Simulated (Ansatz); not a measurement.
What Cl → S does to CsPbCl3

Consider CsPbCl$_{3}$ in the cubic perovskite structure (space group Pm-3m, No. 221; a = 5.619 Å).

One thing is altered: S takes the place of Cl on all its sites; the structure is relaxed again.

The values are results of PBEsol in Ansatz (plane waves to 420 eV, PAW, scalar-relativistic without spin-orbit coupling), earlier PAW set, not measurements. k-mesh 9×9×9 (Γ-centred); smearing 0.05 eV (Fermi–Dirac), for the changed cell.

```yaml
volume_per_atom: 29.15 Å³ (base 35.48 Å³)
density: 4.97 g/cm³ (base 4.18 g/cm³)
lattice_parameter_a: 5.263 Å (base 5.619 Å)
band_gap: zero (base 1.84 eV)
```

Spin-orbit coupling, missing from the scalar runs, can matter with Pb. No phonon test of stability was made. As relaxed here, CsPbS3 is a hypothetical phase, not in the database extracts checked. All final runs are without spin polarisation. An odd electron count without spin: CsPbS3. Many cubic perovskites are stable only at high temperature; tilts and polar distortions were not tested. This is not the structure that CsPbCl3 has at room temperature and ambient pressure.

Ansatz is a program for electronic structure.
